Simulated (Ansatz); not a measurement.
Response to strain in WC

Base system: WC (space group P-6m2, No. 187; a = 2.884 Å, c = 2.812 Å; relaxed with 0.1 eV smearing).

Strains are applied to the cell and any free atomic positions relax.

Calculations: LDA, PAW, 420 eV (Ansatz, a quantum-chemistry and plane-wave program; no SOC).

Notes on the quantities. energy relative to the base: free energy F.

| isotropic strain (%) | energy relative to the base (meV/atom) |
|---|---|
| -2.5 | 81.9 |
| -2 | 51.6 |
| -1 | 12.5 |
| 0 | 0.0 |
| 0.5 | 3.0 |
| 1 | 11.7 |
| 1.5 | ? |
| 2 | 45.4 |
| 2.5 | 69.8 |

### Question
Fit ΔE = Aε² + Bε³ (ε in %) to the rows shown and predict the withheld row.

### Answer
Least squares on the printed values gives A = 12.1 and B = -0.39 meV/atom (largest residual 0.0 meV/atom); this predicts 26.0 meV/atom, and the run gives 25.9 meV/atom, in agreement.

Whether these cells are dynamically stable was not tested. All final runs are without spin polarisation.
